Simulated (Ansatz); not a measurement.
**Sc, response to strain**

Base system: Sc in the hcp (Mg type) structure (space group P6_3/mmc, No. 194; a = 3.275 Å, c = 5.105 Å; relaxed with 0.1 eV smearing). Axes: x lies along a and z along c of the hexagonal cell.

Strains are applied to the cell and any free atomic positions relax.

Calculations: PBEsol (Ansatz, a program for electronic structure; PAW; 420 eV plane waves; no spin-orbit coupling).

Notes on the quantities. pressure: mean of the normal stresses, compression positive; energy relative to the base: free energy F.

| variant | pressure | energy relative to the base | volume per atom |
|---|---|---|---|
| base | 0.0 GPa | 0 meV/atom | 23.71 Å³ |
| uniaxial strain ε_zz = −3.00 % | 1.8 GPa | +7.2 meV/atom | 23.00 Å³ |
| uniaxial strain ε_zz = −2.50 % | 1.5 GPa | +5.0 meV/atom | 23.12 Å³ |
| uniaxial strain ε_zz = −1.50 % | 0.9 GPa | +1.8 meV/atom | 23.36 Å³ |
| uniaxial strain ε_zz = −1.00 % | 0.6 GPa | +0.8 meV/atom | 23.48 Å³ |
| uniaxial strain ε_zz = −0.50 % | 0.3 GPa | +0.2 meV/atom | 23.60 Å³ |
| uniaxial strain ε_zz = +1.00 % | -0.5 GPa | +0.8 meV/atom | 23.95 Å³ |
| uniaxial strain ε_zz = +1.50 % | -0.8 GPa | +1.7 meV/atom | 24.07 Å³ |
| uniaxial strain ε_zz = +2.00 % | -1.0 GPa | +3.0 meV/atom | 24.19 Å³ |
| uniaxial strain ε_zz = +3.00 % | -1.5 GPa | +6.6 meV/atom | 24.43 Å³ |

Stability against distortions was not tested. All final runs are without spin polarisation.
